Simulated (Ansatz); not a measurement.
The starting structures come from a database of crystals and need not be the phases stable at ambient conditions.

## Evanescent states of MgSe (F-43m, zinc blende, not sure to be the ambient phase, 2 atoms a cell, 26.2 Å³ an atom) along the normal of (110)

Computed with r2SCAN (plane waves, PAW; Ansatz, a program for electronic structure).

The gap is the functional's own. No spin-orbit coupling. Mid-gap values are interpolated on the energy grid.

Energies count from the valence-band top; κ is the least over a 8×6 mesh across the current.

```
E (eV)  κ (1/Å)  where
------  -------  -----
0.08      0.068      Γ
0.24      0.114      Γ
0.40      0.142      Γ
0.56      0.163      Γ
0.72      0.178      Γ
0.88          …      Γ
1.04          …      Γ
1.20          …      Γ
1.36          …      Γ
1.52          …      Γ
1.68          …      Γ
1.84          …      Γ
2.00          …      Γ
2.16          …      Γ
2.32          …      Γ
2.48          …      Γ
2.64      0.175      Γ
2.80      0.159      Γ
2.96      0.138      Γ
3.12      0.110      Γ
3.28      0.064      Γ
```

Problem. Complete the blanks.

Solution. 
- 0.88, κ (1/Å): 0.190
- 1.04, κ (1/Å): 0.199
- 1.20, κ (1/Å): 0.206
- 1.36, κ (1/Å): 0.210
- 1.52, κ (1/Å): 0.213
- 1.68, κ (1/Å): 0.213
- 1.84, κ (1/Å): 0.212
- 2.00, κ (1/Å): 0.209
- 2.16, κ (1/Å): 0.204
- 2.32, κ (1/Å): 0.197
- 2.48, κ (1/Å): 0.187
